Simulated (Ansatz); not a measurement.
Consider the following.

```yaml
crystal:
  lattice:
    - [3.87723, 0.00000, 0.00000]
    - [0.00000, 3.87723, 0.00000]
    - [0.00000, 0.00000, 4.72273]
  atoms:
    - { symbol: Sn, position: [0.50000, 0.00000, 0.24220] }
    - { symbol: Sn, position: [0.00000, 0.50000, 0.75780] }
    - { symbol: O, position: [0.00000, 0.00000, 0.00000] }
    - { symbol: O, position: [0.50000, 0.50000, 0.00000] }
```

No spin polarisation.

Method: Ansatz (a quantum-chemistry and plane-wave program), PBE-D3(BJ), PAW, cutoff 420 eV, no spin-orbit coupling, earlier PAW set. Settings: 12×12×10 k-points, 0.05 eV Fermi–Dirac smearing.

Task: What gap character does the calculation give?

Result: Indirect, k = (0.083, 0.083, 0) in the run's primitive reciprocal basis → M.

Task: Predict the space group.

Result: P4/nmm (No. 129).

Task: Predict the pressure (mean of the normal stresses, compression positive).

Result: -1.1 GPa.

Task: What is the computed band gap?

Result: 0.16 eV.

The cells carry an imposed strain or load. Whether these cells are dynamically stable was not tested. The cell was made from SnO in the litharge type structure (space group P4/nmm, No. 129; layered, stacked along the Cartesian z axis) by this change: biaxial strain +1.07 %, plane normal [001], relaxed out of plane. A zero or small gap of SnO can be the functional's error rather than a property of the material.
